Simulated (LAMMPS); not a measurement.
LAMMPS 22 Jul 2025, classical MD, AIREBO (CH.airebo): C, 512 atoms.

```json
{
  "task": "MD, nve",
  "potential": "AIREBO, CH.airebo",
  "copies_of_the_repeat_unit": "4×4×4",
  "shape (slab and sphere leave vacuum in the box)": "bulk",
  "neighbor_skin": "2 Å",
  "neigh_modify": "every 1 delay 0 check yes",
  "newton": "on (default)",
  "atom_modify sort (bins of 2 Å where set)": "1000 (default)",
  "comm_style": "brick (default)",
  "box": "14.3 × 14.3 × 14.3 Å",
  "start": "generated diamond lattice, warmed in an untimed run"
}
```

All runs start from one configuration, warmed at this fixed volume for 300 steps under a thermostat at 900 K. The run at the shortest step has a mean temperature of 889 K and a mean pressure of 4.6 GPa.

Each run covers about 0.40 ps at constant energy (mean temperature 889 K at the shortest step); σ is the standard deviation over the printed steps. Single runs; times are not shown.

Steps tried: 0.5 fs, 1 fs, 2 fs, 2.5 fs, 4 fs, 5 fs, 8 fs, 10 fs, 16 fs, 20 fs, 32 fs.

Question: Choose the longest time step that keeps σ(total energy)/σ(kinetic energy) under 10 %.

Answer: 2 fs. The run fails or blows up at 4 fs, 5 fs, 8 fs, 10 fs, 16 fs, 20 fs, 32 fs.

```json
[
 {"time step": "0.5 fs", "σ(E total)/σ(E kinetic)": "0.0037", "last minus first total energy (meV/atom)": "+0.0041", "mean temperature (K)": "889"},
 {"time step": "1 fs", "σ(E total)/σ(E kinetic)": "0.013", "last minus first total energy (meV/atom)": "+0.098", "mean temperature (K)": "885"},
 {"time step": "2 fs", "σ(E total)/σ(E kinetic)": "0.066", "last minus first total energy (meV/atom)": "+0.86", "mean temperature (K)": "871"},
 {"time step": "2.5 fs", "σ(E total)/σ(E kinetic)": "0.23", "last minus first total energy (meV/atom)": "+2.8", "mean temperature (K)": "864"},
 {"time step": "4 fs", "σ(E total)/σ(E kinetic)": "stops: Lost atoms", "last minus first total energy (meV/atom)": "—", "mean temperature (K)": "—"},
 {"time step": "5 fs", "σ(E total)/σ(E kinetic)": "stops: Lost atoms", "last minus first total energy (meV/atom)": "—", "mean temperature (K)": "—"},
 {"time step": "8 fs", "σ(E total)/σ(E kinetic)": "stops: Lost atoms", "last minus first total energy (meV/atom)": "—", "mean temperature (K)": "—"},
 {"time step": "10 fs", "σ(E total)/σ(E kinetic)": "stops: Lost atoms", "last minus first total energy (meV/atom)": "—", "mean temperature (K)": "—"},
 {"time step": "16 fs", "σ(E total)/σ(E kinetic)": "stops: Lost atoms", "last minus first total energy (meV/atom)": "—", "mean temperature (K)": "—"},
 {"time step": "20 fs", "σ(E total)/σ(E kinetic)": "stops: Lost atoms", "last minus first total energy (meV/atom)": "—", "mean temperature (K)": "—"},
 {"time step": "32 fs", "σ(E total)/σ(E kinetic)": "stops: Lost atoms", "last minus first total energy (meV/atom)": "—", "mean temperature (K)": "—"}
]
```

The bar is a choice.
